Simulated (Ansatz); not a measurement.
The starting structures come from a database of crystals and need not be the phases stable at ambient conditions.

Data:

```
CELL_PARAMETERS angstrom
      6.99637     0.00000     0.00000
      3.49818     7.92650     0.00000
      3.49818     0.00000     3.49818
ATOMIC_POSITIONS crystal
  Ba 0.35780 0.28440 0.00000
  Ba 0.64220 0.71560 0.00000
  Hf 0.00000 0.00000 0.00000
  S  0.50000 0.00000 0.50000
  S  0.00000 0.00000 0.50000
  S  0.83864 0.32272 0.00000
  S  0.16136 0.67728 0.00000
```

Space group of this cell: I4/mmm. The cell is taken as given.

Transport runs along the normal of the first two printed cell vectors, the (110) plane of the conventional cell.

No gap correction and no spin-orbit coupling; mid-gap values are interpolated between computed energies.

### Question
Compute, with r2SCAN (Ansatz, a program for electronic structure), the band gap and the smallest decay constant κ at mid-gap.

### Answer
Gap 1.20 eV on a 10×10×10 mesh; κ = 0.136 1/Å, at (0.000, 0.500) of the in-plane reciprocal vectors. At the zone centre, at the nearest computed energy, the slowest state has κ = 0.14 1/Å.
